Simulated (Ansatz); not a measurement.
Abridged Ansatz (a program for electronic structure) output:

```
Pseudopotential: Ru, paw, valence charge 16
Pseudopotential: Si, paw, valence charge 4
Crystal: 8 atoms, lattice volume = 106.221 Å³
Basis set: ecut = 420 eV, 2103 PW (Γ), exchange–correlation on 64×64×64 points (8 copies of the dense FFT grid, shifted against one another)
Bands: 48, of which v1, the nominal top of the filled ones, is band 40 counted from 1 (39 counted from 0)
Symmetry: 12 space group operations
k-points: 76 of 1000 (time reversal used)
Functional: x = pbe(κ = 0.804, μ = 0.2195149727645171), c = pbe(β = 0.06672455060314922)
SCF iter   1: F=—  HF=-26063.070959 eV  |F-HF|=—  |Δ(HF+E_count)|=         —  Δρ=1.01e-2  dr2=4.48e-2  ethr=1.77e-3  ⟨swp⟩=6.2  Hψ=13705  notcnv=0  defer=8
SCF iter   2: F=—  HF=-26063.064453 eV  |F-HF|=—  |Δ(HF+E_count)|=   6.51e-3  Δρ=5.12e-3  dr2=1.18e-2  ethr=5.59e-5  ⟨swp⟩=1.1  Hψ=4375  notcnv=0  defer=51
SCF 1 converged in 7 iterations: F = -26063.062782 eV  dr2 = 3.87e-10
SCF converged after 7 iterations
Free energy (F): -26063.062782 eV
Internal energy: -26063.052642 eV  (E = F + TS)
E sigma→0 (E₀):  -26063.057712 eV
Entropy (-TS):   -0.010140 eV (-1.267 meV/atom)
Fermi energy:    17.845605 eV
--- Forces (eV/Å), atoms counted from 1 ---
  atom   1  Ru     0.00004591     0.00004591     0.00004591
  atom   2  Ru     0.00004591    -0.00004591    -0.00004591
  atom   3  Ru    -0.00004591     0.00004591    -0.00004591
  atom   4  Ru    -0.00004591    -0.00004591     0.00004591
  atom   5  Si    -0.00003924    -0.00003924    -0.00003924
  atom   6  Si    -0.00003924     0.00003924     0.00003924
  atom   7  Si     0.00003924    -0.00003924     0.00003924
  atom   8  Si     0.00003924     0.00003924    -0.00003924
--- Stress (GPa, compression-positive) ---
        0.001199       0.000000      -0.000000
        0.000000       0.001199       0.000000
       -0.000000       0.000000       0.001199
  P = ⅓ Tr σ = 0.0012 GPa (0.012 kbar)
```

**Question.** What was computed, and what are the main results?

**Answer.** RuSi, 8 atoms in the cell, with plane-wave PAW DFT at the PBE level (Ansatz, 420 eV), without spin-orbit coupling. The last SCF converged to F = -26063.062782 eV, or -3257.8828 eV per atom, at a pressure of 0.00 GPa. The total energy compares only with runs of the same code, potentials and settings.

Whether these cells are dynamically stable was not tested. The cell is RuSi (space group P2_13, No. 198).
